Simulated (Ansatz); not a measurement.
Model glasses of amorphous Ta2O5, 55 to 61 atoms (Ta16O40 before any change). Each row is one cell at a composition chosen by hand, melted whole on the CHGNet potential with the anions pushed apart under 1.9 Å, quenched within some picoseconds, far faster than a real film, and relaxed with PBE, scalar-relativistic without spin-orbit coupling (plane waves to 420 eV, PAW; Ansatz, a quantum-chemistry and plane-wave program). Each is the lower in DFT energy of 2 quenches. Cycles of charging and discharging were tried on the cells ahead of these points, and a cell that came back lower was taken. The column on the box says what of it was relaxed with the atoms; held means as the quench left it. Cells that kept moments or hold spare charge are left out, and those that charging annealed.

From the neutral cell one electron is taken away, or one added, and the atoms relax (PBE, the zone centre alone, moment held at 1 μB, uniform background; no image-charge correction, which leaves W too low where the charge is localised). W = E(+1) + E(−1) − 2 E(0) is the cost of moving an electron from one such cell to another; the spacing parts the highest filled and lowest empty level of the neutral cell, which ran without spin polarisation.

Formal charges balance in every cell (each cation at its usual highest valence, Cu and Ag at +1, Sb at +3, H at +1, O at −2, N at −3, F and Cl at −1). R− and R+ are the energies that the atoms' relaxation gave back after the electron was added or removed.

```json
[
 {"cell": "Ta16O43W", "change": "+3 O, +1 W", "box": "volume", "spacing (eV)": "2.86", "R− (eV)": "0.54", "R+ (eV)": "0.42", "spacing − R− − R+ (eV)": "1.90", "W (eV)": "2.16"},
 {"cell": "Ta16O37N2", "change": "+2 N, −3 O", "box": "held", "spacing (eV)": "2.62", "R− (eV)": "0.11", "R+ (eV)": "0.36", "spacing − R− − R+ (eV)": "2.15", "W (eV)": "withheld"},
 {"cell": "Ta16O42Si", "change": "+2 O, +1 Si", "box": "held", "spacing (eV)": "3.08", "R− (eV)": "0.21", "R+ (eV)": "0.46", "spacing − R− − R+ (eV)": "2.41", "W (eV)": "2.63"},
 {"cell": "Ta16O42Ge", "change": "+1 Ge, +2 O", "box": "volume", "spacing (eV)": "3.00", "R− (eV)": "0.08", "R+ (eV)": "0.43", "spacing − R− − R+ (eV)": "2.49", "W (eV)": "2.78"},
 {"cell": "Ta16O42Zr", "change": "+2 O, +1 Zr", "box": "volume", "spacing (eV)": "3.29", "R− (eV)": "0.08", "R+ (eV)": "0.42", "spacing − R− − R+ (eV)": "2.79", "W (eV)": "3.06"},
 {"cell": "Ta16O43Al2", "change": "+2 Al, +3 O", "box": "volume", "spacing (eV)": "3.24", "R− (eV)": "0.18", "R+ (eV)": "0.22", "spacing − R− − R+ (eV)": "2.84", "W (eV)": "3.03"}
]
```

Problem. Fit a straight line of the last column on the one before it through the 5 full rows, and predict the withheld value for Ta16O37N2.

Solution. Means: x = 2.486, y = 2.732. Slope = Σ(Δx Δy) / Σ(Δx²) = 0.5483 / 0.5669 = 0.967; intercept = 2.732 − (0.967) × 2.486 = 0.328 eV; r.m.s. residual 0.034 eV. Prediction: 0.328 + (0.967) × 2.15 = 2.41 eV. The run gave 2.37 eV, a miss of 0.04 eV, within twice the residual.

Problem. What would a slope of 1 with no intercept mean?

Solution. That adding and removing an electron at fixed atoms costs just the level spacing, as it does for levels spread over a large cell, so that W follows by bookkeeping. The fit has 0.967 and 0.328 eV; a departure holds the carrier's repulsion on its site, which raises W, and the uncorrected background, which lowers it.
